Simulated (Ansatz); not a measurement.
An input for Ansatz (PBEsol) and the part of its output that reports the quasi-harmonic study. Lengths are of the primitive cell. The run noted for some of its cells that some bands missed the eigensolver's tolerance.

Ansatz 0.2 input:
```yaml
crystal:
  lattice:
    - [-2.0826051264, 2.0826051264, 2.0826051264]
    - [2.0826051264, -2.0826051264, 2.0826051264]
    - [2.0826051264, 2.0826051264, -2.0826051264]
  atoms:
    - { symbol: Na, position: [0.0, 0.0, 0.0] }
kpoints:
  mp_grid: { grid: [12, 12, 12] }
hamiltonian:
  xc: pbesol
  pseudopotentials: { kind: paw }
scf:
  occupations: { method: methfessel_paxton, width: 0.15 }
phonons:
  method: dfpt
  qmesh: [4, 4, 4]
  temperatures: { t_max: 1000, t_step: 25 }
  thermal_expansion: {}
checkpoint:
  write: run
```

```
--- Thermal expansion: 16 cells in 6 rounds, 0 GPa ---
  no lower state was reached at cell 4; its state was not examined: fill_not_monotonic
  without vibrations: a 3.61302, b 3.61302, c 3.61302 Å, V 36.3069 Å³, B 7.87 GPa
  at 0 K: a 3.62677, b 3.62677, c 3.62677 Å, V 36.7230 Å³, B 7.66 GPa
  zero-point expansion: a +0.381, b +0.381, c +0.381, V +1.146 %
      T/K        a/Å        b/Å        c/Å       V/Å³ | expansion of a, b, c, V (1e-6/K)   | that of V in the mean from 25 °C | C_P, C_V (J/mol K of the cell) | B_T, B_S (GPa)
     0.00    3.62677    3.62677    3.62677    36.7230 |    0.00    0.00    0.00    0.00 |  160.54 |     0.000     0.000 |     7.66     7.66
   100.00    3.63841    3.63841    3.63841    37.0777 |   55.57   55.57   55.57  166.72 |  195.14 |    22.421    21.967 |     7.31     7.47
   200.00    3.66105    3.66105    3.66105    37.7741 |   66.86   66.86   66.86  200.57 |  210.00 |    25.613    24.372 |     6.78     7.12
  the static fit leaves 0.001 meV an atom of the energies and, of the stresses, 0.000 GPa of each cell's largest along a strain (root mean squares over the cells), whose Pulay part it has at -0.005 GPa
  vibrations' free energy: its fit leaves 0.0089 meV an atom at the most
  the electrons' free energy at temperature is in it; its fit leaves 0.0007 meV an atom at the most
  free energies summed between the sampled wave vectors
  estimated error of the fitted expansion in any direction: up to 2566.769e-6/K, at 825 K (an estimate, not a bound: it was exceeded on models of known expansion)
  by sums over the sampled wave vectors an expansion of the volume parts by up to 4914.29e-6/K
  by a static energy of one degree less an expansion of the volume parts by up to 6196.46e-6/K
  the FFT grids of the static calculations differ: 27 × 27 × 27, 30 × 30 × 30
  eigensolver_not_converged in the phonons of 3 cells: 7, 8, 9
```

Warnings of the run: thermal_expansion_settings.

Cost: very roughly 50 core-minutes.

Whether this phase is the stable one at each condition was not tested.

The PAW data sets were generated under PBE and serve the other functionals too.

Ansatz is an electronic-structure program.
